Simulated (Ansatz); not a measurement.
Results of r²SCAN (PAW; Ansatz, a program for electronic structure) for corundum Ga2O3 (metastable phase).

Run with plane-wave cutoff 600 eV, 6×6×6 k mesh, scalar-relativistic PAW data made under PBE.

Cell (relaxed at this level):

Space group R-3c, hexagonal axes (No. 167); a = 4.984 Å, b = 4.984 Å, c = 13.441 Å, α = 90.00°, β = 90.00°, γ = 120.00°

| atom | site | symmetry | x | y | z |
|---|---|---|---|---|---|
| Ga | 12c | 3. | 0.0000 | 0.0000 | 0.1446 |
| O | 18e | .2 | 0.3036 | 0.3036 | 0.7500 |
(The calculation used a cell of 10 atoms; values per cell refer to that cell.)

Task: Give the computed polycrystal shear modulus (Hill average), elastic constant C33, elastic constant C13, Voigt–Reuss–Hill bulk modulus, elastic constant C66, elastic constant C11, elastic constant C12 and elastic constant C44.

Result: 
- polycrystal shear modulus (Hill average) = 104 GPa
- elastic constant C33 = 377 GPa
- elastic constant C13 = 137 GPa
- Voigt–Reuss–Hill bulk modulus = 235 GPa
- elastic constant C66 = 113 GPa
- elastic constant C11 = 412 GPa
- elastic constant C12 = 187 GPa
- elastic constant C44 = 87.6 GPa

Elastic constants are with the ions relaxed.

Static lattice: no zero-point or thermal effects.

The result took roughly 40 core-minutes.
